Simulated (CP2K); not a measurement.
CP2K run on Li3YSb2 (P1, 6 atoms in the cell): self-consistent single point.

Method of the run: CP2K with PBEsol, GPW, DZVP-MOLOPT-SR-GTH basis, GTH-PBE potentials (GTH_POTENTIALS).

The change in words: atoms moved at random. Reference geometry:
```
CELL_PARAMETERS angstrom
      4.53148     0.00000     0.00000
     -2.26574     3.92438     0.00000
      0.00000     0.00000     7.18739
ATOMIC_POSITIONS crystal
  Li 0.33333 0.66667 0.65101
  Li 0.66667 0.33333 0.34899
  Li 0.00000 0.00000 0.50000
  Y  0.00000 0.00000 0.00000
  Sb 0.33333 0.66667 0.24925
  Sb 0.66667 0.33333 0.75075
```

Reference input (self-consistent single point, DFT PBEsol, GPW, DZVP-MOLOPT-SR-GTH basis, GTH-PBE potentials (GTH_POTENTIALS)): CUTOFF = 500 Ry; REL_CUTOFF = 40 Ry; SMEAR/METHOD = FERMI_DIRAC; ELECTRONIC_TEMPERATURE = 1578.21 K; KPOINTS/SCHEME = MONKHORST-PACK 6 6 3; GAMMA_CENTERED = T; XC_FUNCTIONAL = PBE:PBESOL; Li/BASIS_SET = DZVP-MOLOPT-SR-GTH-q3; Li/POTENTIAL = GTH-PBE-q3; Y/BASIS_SET = DZVP-MOLOPT-SR-GTH-q11; Y/POTENTIAL = GTH-PBE-q11; Sb/BASIS_SET = DZVP-MOLOPT-SR-GTH-q5. This run's input differs from it in these lines:

```diff
@@ -73,8 +73,8 @@
     &COORD
-      Li      -0.00000227     2.61625264     4.67906276
-      Li       2.26574227     1.30812436     2.50832724
-      Li       0.00000000     0.00000000     3.59369500
-      Y        0.00000000     0.00000000     0.00000000
-      Sb      -0.00000227     2.61625264     1.79145696
-      Sb       2.26574227     1.30812436     5.39593304
+      Li      -0.01780645     2.57481122     4.60212894
+      Li       2.28598439     1.27271078     2.49059594
+      Li       0.02652955     0.03971077     3.59488811
+      Y       -0.04612367     0.01893512     0.02767864
+      Sb      -0.01933809     2.62501970     1.85852968
+      Sb       2.30223654     1.31757033     5.39465369
     &END COORD
```

Output (repeated stretches shortened):

```
 SCF WAVEFUNCTION OPTIMIZATION

  Step     Update method      Time    Convergence         Total energy    Change
     1 NoMix/Diag. 0.30E+00      -     1.61341407       -72.2491471992 -7.22E+01
     2 Broy./Diag. 0.30E+00      -     0.02964605       -72.1081182991  1.41E-01
     3 Broy./Diag. 0.30E+00      -     0.06895446       -71.8369589482  2.71E-01
     4 Broy./Diag. 0.30E+00      -     0.01406664       -71.7172941664  1.20E-01
     5 Broy./Diag. 0.30E+00      -     0.01088249       -71.7147126137  2.58E-03
     6 Broy./Diag. 0.30E+00      -     0.00153702       -71.7057989824  8.91E-03
   [... 4 lines left out ...]
    11 Broy./Diag. 0.30E+00      -     0.00004351       -71.7065014437 -5.18E-05
    12 Broy./Diag. 0.30E+00      -     0.00000129       -71.7064848800  1.66E-05
    13 Broy./Diag. 0.30E+00      -     0.00000102       -71.7064882624 -3.38E-06
    14 Broy./Diag. 0.30E+00      -     0.00000025       -71.7064864922  1.77E-06
  *** SCF run converged in    14 steps ***

  Overlap energy of the core charge distribution:               0.00000000001830
  Self energy of the core charge distribution:               -114.80767316147814
  Core Hamiltonian energy:                                     21.70602229851560
  Hartree energy:                                              34.62334829222854
  Exchange-correlation energy:                                -13.22677687059203
  Electronic entropic energy:                                  -0.00140705014493
  Fermi energy:                                                 0.18753937892089

  Total energy:                                               -71.70648649222784
  Total energy (extrapolated to T->0):                        -71.70578296715537

                     Mulliken Population Analysis

   [... lines left out ...]

 STRESS| Analytical stress tensor [bar]
 STRESS|                        x                   y                   z
 STRESS|      x       -4.63116963940E+03   1.77446924661E+03   4.03458508549E+02
 STRESS|      y        1.77446924661E+03  -4.12326649382E+03  -2.36111904589E+02
 STRESS|      z        4.03458508549E+02  -2.36111904589E+02  -8.54196153704E+03
 STRESS| 1/3 Trace                                            -5.76546589009E+03
```

The run converged in 14 iterations. Against the reference run the free energy goes up by 10.0 meV/atom, the pressure hardly changes (-0.54 to -0.58 GPa) and the largest force goes from 0.132 to 0.520 eV/Å.

The starting cell comes from a database of computed structures (which also holds hypothetical and non-ambient phases and stackings), without a prior relaxation at this level. For this run, on top of that: atoms moved at random. Values carry the incompleteness of an atom-centred basis. The potentials were made for another functional than the one used.

Cost on one core of a shared machine: roughly 40 s.
